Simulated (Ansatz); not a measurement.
PbZrO3 (Amm2, No. 38, 5 atoms in the cell; start mp-20337; a measured phase of this formula has another space group) was calculated with LDA in Ansatz (plane waves, PAW).

Numerical settings: plane-wave cutoff 520 eV, 8×8×8 k mesh, Fermi–Dirac smearing 0.01 eV, scalar-relativistic PAW data made under PBE.

Cell (relaxed at this level):

PbZrO$_{3}$ is modelled in the orthorhombic space group Amm2 (No. 38), Pearson symbol oS10. Cell: a = 4.079 Å, b = 5.817 Å, c = 5.941 Å, α = β = γ = 90.00°. Zr on 2b sees 4 O at 2.001–2.062 Å and 2 O at 2.182 Å. Pb on 2a is coordinated by 1 O at 2.329 Å and 4 O at 2.615 Å. O1 on 4e has 1 Zr at 2.001 Å and 1 Zr at 2.182 Å and 2 Pb at 2.615 Å. O2 on 2a sees 2 Zr at 2.062 Å and 1 Pb at 2.329 Å. (Neighbours: up to the widest gap in distance over summed covalent radii, below 1.35, at either atom; cation-cation and far metal-metal contacts left out.)
(The calculation used a cell of 5 atoms; values per cell refer to that cell.)

### Question
Predict the band gap, smallest direct gap on the k points sampled and direct gap at Γ.

### Answer

- band gap = 2.59 eV
- smallest direct gap on the k points sampled = 2.84 eV
- direct gap at Γ = 4.12 eV

Spin–orbit coupling is not included; with these elements it can move the gap by several tenths of an eV or more.

The computed numbers hold no vibrational or temperature effects.

The result took roughly 21 core-seconds.

A start named mp-… is a Materials Project structure, which need not be a measured phase.

Ansatz is a program for electronic structure.
